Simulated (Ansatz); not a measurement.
# Hypothetical fluorite ZrS2, thickness series

Start from ZrS2 in the fluorite structure (space group Fm-3m, No. 225; a hypothetical phase, not in the database extracts checked).

```
CELL_PARAMETERS angstrom
      0.00000     3.13167     3.13167
      3.13167     0.00000     3.13167
      3.13167     3.13167     0.00000
ATOMIC_POSITIONS crystal
  Zr 0.00000 0.00000 0.00000
  S  0.25000 0.25000 0.25000
  S  0.75000 0.75000 0.75000
```

Cartesian axes are those of the cell as printed.

Free-standing slabs (3 atom(s) a layer) normal to [111] with 15 Å of vacuum; in-plane cell held at bulk.

All numbers come from PBE in Ansatz (plane waves to 420 eV, PAW, without spin-orbit coupling), earlier PAW set.

Candidates:
(a) 2 layers
(b) 3 layers
(c) 1 layer
(d) 4 layers
(e) 5 layers

Base values:

The band gap is zero.

### Question
Order them by band gap, highest first.

### Answer
(c) 1 layer (1.18 eV), (a) 2 layers (1.08 eV), (b) 3 layers (0.83 eV), (d) 4 layers (0.62 eV), (e) 5 layers (0.39 eV)

No phonon test of stability was made. All final runs are without spin polarisation. A zero or small gap of ZrS2 can be the functional's error rather than a property of the material.

Ansatz is a program for electronic structure.
